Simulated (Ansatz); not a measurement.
Input:

End structure of the (11-23) surface of hcp Ru in its 1x1 cell, outermost plane spacing 0.49 Å in the ideal cut:

```yaml
crystal:
  lattice:
    - [4.71360, 0.00000, 0.00000]
    - [2.35680, 5.92400, 0.00000]
    - [0.00000, 0.00000, 26.00000]
  atoms:
    - { symbol: Ru, position: [0.39859, 0.86773, 0.31692] }
    - { symbol: Ru, position: [0.44432, 0.45187, 0.33413] }
    - { symbol: Ru, position: [0.81907, 0.02351, 0.35007] }
    - { symbol: Ru, position: [0.87001, 0.60447, 0.36663] }
    - { symbol: Ru, position: [0.23824, 0.18308, 0.38531] }
    - { symbol: Ru, position: [0.28088, 0.76525, 0.40593] }
    - { symbol: Ru, position: [0.66400, 0.34387, 0.42356] }
    - { symbol: Ru, position: [0.70516, 0.92279, 0.44254] }
    - { symbol: Ru, position: [0.08134, 0.50094, 0.46203] }
    - { symbol: Ru, position: [0.12626, 0.07981, 0.48160] }
    - { symbol: Ru, position: [0.50418, 0.66009, 0.50000] }
    - { symbol: Ru, position: [0.54596, 0.24038, 0.51840] }
    - { symbol: Ru, position: [0.92220, 0.81925, 0.53797] }
    - { symbol: Ru, position: [0.96786, 0.39740, 0.55745] }
    - { symbol: Ru, position: [0.34778, 0.97630, 0.57644] }
    - { symbol: Ru, position: [0.38603, 0.55495, 0.59407] }
    - { symbol: Ru, position: [0.76125, 0.13710, 0.61469] }
    - { symbol: Ru, position: [0.81441, 0.71570, 0.63337] }
    - { symbol: Ru, position: [0.18249, 0.29666, 0.64993] }
    - { symbol: Ru, position: [0.23614, 0.86830, 0.66587] }
    - { symbol: Ru, position: [0.60623, 0.45242, 0.68308] }
```

Slab: 21 atoms, 9.9 Å thick at the start (thin: gaps and levels are the slab's own); k 9x7x1, smearing 0.1 eV, dipole-corrected; all atoms relaxed; symmetry of the start imposed; no spin, no spin-orbit, no U.

Q: Estimate the work function of the top face that PBE (Ansatz, a quantum-chemistry and plane-wave program) returns for this input.

A: 4.43 eV

Q: What surface energy (mean of both faces) does PBE give?

A: 3.26 J/m²
